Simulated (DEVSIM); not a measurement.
Structure: abrupt Si p-n junction, at 250 K.

| layer (left to right) | material | thickness (μm) | Nd (cm⁻³) | Na (cm⁻³) | τn (s) | τp (s) |
|---|---|---|---|---|---|---|
| 1 | Si | 2.10 | - | 5.4e17 | 2.6e-7 | 2.6e-7 |
| 2 | Si | 280 | 6.6e16 | - | 2.6e-7 | 2.6e-7 |

Left contact: ohmic. Right contact: ohmic. Voltage is applied to the left contact. Recombination: SRH at mid-gap, radiative. Mobility is μmin + (μ − μmin)/(1 + (N/Nref)^α).

The device is made up for the run: typed textbook-type constants, with dimensions and the other settings drawn at random. Values at 300 K; Nc and Nv go as T^1.5, mobilities as T to minus their exponent, the gap by Varshni's rule with the affinity fixed.

| parameter | Si |
|---|---|
| gap (eV) | 1.124 |
| affinity (eV) | 4.05 |
| permittivity | 11.7 |
| Nc (cm⁻³) | 2.86e19 |
| Nv (cm⁻³) | 3.1e19 |
| μn (cm²/Vs) | 1417 |
| μp (cm²/Vs) | 470 |
| μn,min | 52 |
| μp,min | 45 |
| Nref,n | 9.7e16 |
| Nref,p | 2.2e17 |
| αn | 0.68 |
| αp | 0.72 |
| T exponent of μn | 2.3 |
| T exponent of μp | 2.2 |
| B (cm³/s) | 4.7e-15 |
| Varshni α (eV/K) | 0.000473 |
| Varshni β (K) | 636 |

Simulated with DEVSIM: 1D drift-diffusion, Boltzmann statistics, complete ionisation; no tunnelling, impact ionisation, image-force lowering or self-heating.

The doping Nd of layer 2 was swept, all else fixed.

```tsv
doping Nd of layer 2 (cm^-3)	dark forward voltage at 1 A/cm² (V)	largest field in the device at zero bias (V/cm)	potential step across the device at zero bias (V)
2e15	0.762	41000	0.855
6.6e15	0.755	50000	0.880
2e16	0.768	74000	0.904
6.6e16	0.781	130000	0.930
2e17	0.788	200000	0.954
6.6e17	0.791	…	0.979
2e18	0.792	360000	1.003
```

### Question
Some entries are withheld; supply them.

### Answer

- 6.6e17, largest field in the device at zero bias (V/cm): 290000
